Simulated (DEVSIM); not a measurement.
abrupt GaSb p-n junction

System: abrupt GaSb p-n junction, at 350 K.

```csv
layer (left to right),material,thickness (μm),Nd (cm⁻³),Na (cm⁻³),τn (s),τp (s)
1,GaSb,4.80,-,5.1e13,9e-9,9e-9
2,GaSb,0.980,1.5e15,-,9e-9,9e-9
```

Left contact: ohmic. Right contact: ohmic. Voltage is applied to the left contact. Recombination: SRH at mid-gap, radiative, Auger. Mobility is constant in doping.

Constants are typed, rounded textbook-type inputs, not results; the design itself was drawn at random and stands for no fabricated device. Values at 300 K; Nc and Nv go as T^1.5, mobilities as T to minus their exponent, the gap by Varshni's rule with the affinity fixed.

```tsv
parameter	GaSb
gap (eV)	0.726
affinity (eV)	4.06
permittivity	15.7
Nc (cm⁻³)	2.1e17
Nv (cm⁻³)	1.8e19
μn (cm²/Vs)	5000
μp (cm²/Vs)	850
T exponent of μn	2
T exponent of μp	1.7
B (cm³/s)	1e-10
Cn (cm⁶/s)	5e-30
Cp (cm⁶/s)	5e-30
Varshni α (eV/K)	0.00042
Varshni β (K)	140
```

DEVSIM, 1D drift-diffusion, Boltzmann statistics, complete ionisation; no tunnelling, impact ionisation, image-force lowering or self-heating.

The potential step across the device at zero bias is 0.162 V, the largest field in the device at zero bias comes out as 2100 V/cm and the dark forward voltage at 100 A/cm² comes out as 0.444 V.

Dark forward current:

```csv
V (V),J (A/cm²)
0.05,1.1
0.15,10
0.25,34
0.30,50
0.40,85
0.50,120
0.60,150
0.65,170
0.75,190
0.85,220
0.95,250
1.00,260
1.10,290
1.20,320
```

Small-signal capacitance in reverse bias (quasi-static):

```tsv
V (V)	C (nF/cm²)
-0.4	3.52
-1	2.74
-2	2.64
-3	2.56
-4	2.44
```
